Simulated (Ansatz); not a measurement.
## LiF (model structure, F-43m, No. 216, 2 atoms in the cell)

Calculation: LDA (plane waves, PAW; Ansatz, a first-principles code).

Numerical settings: plane-wave cutoff 520 eV, 14×14×14 k mesh, Fermi–Dirac smearing 0.01 eV, scalar-relativistic PAW data made under PBE.

Cell (relaxed at this level):

```
CELL_PARAMETERS angstrom
      0.00000     2.10260     2.10260
      2.10260     0.00000     2.10260
      2.10260     2.10260     0.00000
ATOMIC_POSITIONS crystal
  Li 0.00000 0.00000 0.00000
  F  0.25000 0.25000 0.25000
```

```
Item                Result
--------  ----------------
band gap  7.95 eV (direct)
```

Note: the relaxation could raise the start's symmetry but not lower it, so the cell can be a saddle point.

Static lattice: no zero-point or thermal effects.

A model structure was made by putting elements into a prototype or built by hand; it is no filed structure, need not be a known phase, and can be a saddle point held by its symmetry.
